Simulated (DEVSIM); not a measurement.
System: abrupt In0.53Ga0.47As n-p junction, at 250 K.

| layer (left to right) | material | thickness (μm) | Nd (cm⁻³) | Na (cm⁻³) | τn (s) | τp (s) |
|---|---|---|---|---|---|---|
| 1 | In0.53Ga0.47As | 0.780 | 1.5e16 | - | 5.3e-8 | 5.3e-8 |
| 2 | In0.53Ga0.47As | 1.70 | - | 4.8e16 | 5.3e-8 | 5.3e-8 |

Left contact: ohmic. Right contact: ohmic. Voltage is applied to the left contact. Recombination: SRH at mid-gap, radiative, Auger. Mobility is μmin + (μ − μmin)/(1 + (N/Nref)^α).

The device is made up for the run: typed textbook-type constants, with dimensions and the other settings drawn at random. Values at 300 K; Nc and Nv go as T^1.5, mobilities as T to minus their exponent, the gap by Varshni's rule with the affinity fixed.

```tsv
parameter	In0.53Ga0.47As
gap (eV)	0.74
affinity (eV)	4.51
permittivity	13.9
Nc (cm⁻³)	2.1e17
Nv (cm⁻³)	7.7e18
μn (cm²/Vs)	12000
μp (cm²/Vs)	300
μn,min	300
μp,min	10
Nref,n	1.3e17
Nref,p	4.9e17
αn	0.48
αp	0.4
T exponent of μn	1.6
T exponent of μp	1.6
B (cm³/s)	9.6e-11
Cn (cm⁶/s)	5e-29
Cp (cm⁶/s)	5e-29
Varshni α (eV/K)	0.00035
Varshni β (K)	190
```

Simulated with DEVSIM: 1D drift-diffusion, Boltzmann statistics, complete ionisation; no tunnelling, impact ionisation, image-force lowering or self-heating.

The temperature was swept, all else fixed.

```tsv
temperature (K)	largest field in the device at zero bias (V/cm)	dark forward voltage at 100 A/cm² (V)	potential step across the device at zero bias (V)
250	41000	0.523	0.600
300	38000	0.451	0.541
350	?	?	0.478
400	32000	0.300	0.414
450	29000	0.222	0.347
500	25000	0.144	0.279
```

Q: Fill in the missing entries.

A: 
- 350, largest field in the device at zero bias (V/cm): 35000
- 350, dark forward voltage at 100 A/cm² (V): 0.377
